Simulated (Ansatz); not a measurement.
Consider MgS in the rock salt structure (space group Fm-3m, No. 225; a = 5.2051 Å). Axes: x, y, z lie along the cube axes.

The values are results of r2SCAN (Ansatz, a quantum-chemistry and plane-wave program; PAW; 500 eV plane waves; spin-orbit coupling left out), earlier PAW set, not measurements.

Before the change:

```
Item                                Result
---------------------  -------------------
Valence-band top at Γ  0.00, 0.00, 0.00 eV
Band gap                           3.47 eV
Pressure                          0.00 GPa
```

The change: uniaxial strain ε_yy = −1.25 %, all other strain components held at zero, atoms relaxed at fixed cell.

Q: What happens to the energy relative to the base, valence-band top at Γ, band gap and pressure?

A: The energy goes up by 1.4 meV/atom; the valence-band top at Γ (three highest levels, from the VBM) becomes 0.00, 0.00, -0.06 eV (base: 0.00, 0.00, 0.00 eV); the band gap falls by 0.04 eV (3.47 eV → 3.43 eV); the pressure (mean of the normal stresses, compression positive) goes from zero to 1.06 GPa.

Gaps are Kohn–Sham eigenvalue differences; semilocal functionals usually give less than the measured gap. No phonon test of stability was made.
